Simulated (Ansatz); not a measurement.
**Al2O3: response to strain**

Base system: Al$_{2}$O$_{3}$ in the corundum structure (space group R-3c, No. 167; a = 4.7738 Å, c = 13.0147 Å (hexagonal axes)).

Strains are applied to the cell and any free atomic positions relax.

Calculations: PBEsol/PAW in Ansatz (a program for electronic structure), scalar-relativistic without spin-orbit coupling.

Notes on the quantities. pressure: mean of the normal stresses, compression positive.

```
isotropic strain (%)  pressure (GPa)
--------------------  --------------
-3                              26.5
-2.25                           18.9
-1.5                            12.0
-0.75                              ?
0                                0.0
```

Fit P = P₀ − Bδ + Cδ² with δ = (1 + ε)³ − 1 to the rows shown and predict the withheld row.

Least squares on the printed values gives P₀ = 0.0 GPa, B = 236 GPa (at held cell shape), C = 772 GPa (largest residual 0.0 GPa); this predicts 5.7 GPa, and the run gives 5.7 GPa, in agreement.

Whether these cells are dynamically stable was not tested.
